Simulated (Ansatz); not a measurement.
The reference is CaO in the rock salt structure (space group Fm-3m, No. 225; a = 4.767 Å).

Calculations: DFT with PBEsol, PAW potentials and a 420 eV plane-wave cutoff in Ansatz (a quantum-chemistry and plane-wave program), no spin-orbit coupling.

Strains are applied to the cell and any free atomic positions relax.

One change was made to it. Results:

```csv
quantity,base,after
width of the top valence band,1.26 eV,1.46 eV
pressure,0.00 GPa,12.90 GPa
electron mass,"1.4 mₑ along k, 0.42 mₑ across (at X)","1.4 mₑ along k, 0.39 mₑ across (at X)"
```

Q: Name the change that was made.
A. isotropic strain +0.50 %
B. isotropic strain −1.50 %
C. isotropic strain −3.00 %

A: C, isotropic strain −3.00 %. For comparison, the electron mass in the other runs: isotropic strain −1.50 % gives 1.4 mₑ along k, 0.41 mₑ across (at X); isotropic strain +0.50 % gives 1.4 mₑ along k, 0.42 mₑ across (at X).

The levels and masses belong to the bands next to the band gap. Effective masses come from finite differences of ±0.01 Å⁻¹. Along k means along the line from Γ to the band edge. Whether these cells are dynamically stable was not tested.
